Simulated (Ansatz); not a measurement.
**GaN, thickness series**

The reference is GaN in the zinc blende structure (space group F-43m, No. 216).

```
GaN
1.0
    0.00000     2.24914     2.24914
    2.24914     0.00000     2.24914
    2.24914     2.24914     0.00000
N Ga
1 1
Direct
  0.75000   0.75000   0.75000
  0.00000   0.00000   0.00000
```

Cartesian axes are those of the cell as printed.

Free-standing slabs (2 atom(s) a layer) normal to [110] with 15 Å of vacuum; in-plane cell held at bulk.

Level of theory: DFT with PBEsol, PAW potentials and a 420 eV plane-wave cutoff in Ansatz (a first-principles code), spin-orbit coupling left out, earlier PAW set.

Notes on the quantities. excess energy per area of both faces: slab less bulk energy over the cell's area: twice a surface energy.

| case | smallest direct gap | shortest interatomic distance | band gap | gap character | excess energy per area of both faces |
|---|---|---|---|---|---|
| base | 1.70 eV | 1.948 Å | 1.70 eV | – | – |
| 1 layer | 1.97 eV | 1.705 Å | 1.62 eV | indirect, U → Γ | – |
| 2 layers | 2.52 eV | 1.832 Å | 2.28 eV | indirect, k = (0.100, 0.429, 0) in the run's primitive reciprocal basis → Γ | 3.05 J/m² |
| 3 layers | 1.74 eV | 1.845 Å | 1.29 eV | indirect, Z → Γ | 4.03 J/m² |
| 4 layers | 1.79 eV | 1.846 Å | 1.64 eV | indirect, Γ–Z (60 % along) → Γ | 3.83 J/m² |
| 5 layers | 1.66 eV | 1.844 Å | 1.53 eV | indirect, Γ–Z (40 % along) → Γ | 3.90 J/m² |
| 6 layers | 1.66 eV | 1.844 Å | 1.59 eV | indirect, Γ–Z (40 % along) → Γ | 3.88 J/m² |
| 7 layers | 1.59 eV | 1.844 Å | 1.55 eV | indirect, k = (0, 0.143, 0) in the run's primitive reciprocal basis → Γ | 3.89 J/m² |

Slab and bulk use different k-meshes, which limits the precision of the excess energy. Stability against distortions was not tested. This is not the structure that GaN has at room temperature and ambient pressure. k-point labels follow each cell's own Brillouin zone.
